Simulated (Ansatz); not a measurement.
Input:

```yaml
crystal:
  lattice:
    - [0.00000, 2.17005, 2.21179]
    - [2.17005, 0.00000, 2.21179]
    - [2.17005, 2.17005, 0.00000]
  atoms:
    - { symbol: Si, position: [0.00000, 0.00000, 0.00000] }
    - { symbol: C, position: [0.25000, 0.25000, 0.25000] }
```

These are r2SCAN with spin-orbit coupling, rigid bands (plane waves, PAW; Ansatz, a program for electronic structure) values and carry that method's errors. Condition of this run: uniaxial stress along [001] of -5 GPa (compression positive) (the target of the relaxation). Geometry: cell and atoms relaxed with PBEsol, then loaded as said.

**Question.** What conductivity effective mass do dilute electrons have at 300 K?

**Answer.** 0.34 (x), 0.34 (y), 0.24 (z) mₑ.

**Question.** Predict the hole conductivity mass (n e² τ/σ) at 300 K, by direction if it differs.

**Answer.** 0.57 (x), 0.57 (y), 0.72 (z) mₑ.

**Question.** And the band gap?

**Answer.** 1.61 eV at this level; semilocal functionals usually fall short of the measured gap.

Rigid bands, one relaxation time for all states, no polarons. Geometry: cell and atoms relaxed with PBEsol.
